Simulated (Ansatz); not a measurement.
Cubic perovskite KMgF3 was calculated with PBE0 (Ansatz, a quantum-chemistry and plane-wave program, PAW).

Numerical settings: plane-wave cutoff 460 eV, 6×6×6 k mesh, Fermi–Dirac smearing 0.01 eV, scalar-relativistic PAW data made under PBE.

The cell is scaled about its equilibrium volume:

```csv
V (Å³/atom),P (GPa),direct gap at Γ (eV),smallest gap on the k mesh (eV)
12.172,4.37,10.966,10.664
12.492,2.11,10.752,10.450
12.813,0.14,10.548,10.248
13.063,-1.22,10.396,10.096
13.453,-3.07,10.170,9.873
```

The fundamental gap (10.23 eV at the equilibrium volume, on the SCF mesh) lies elsewhere than Γ–Γ.
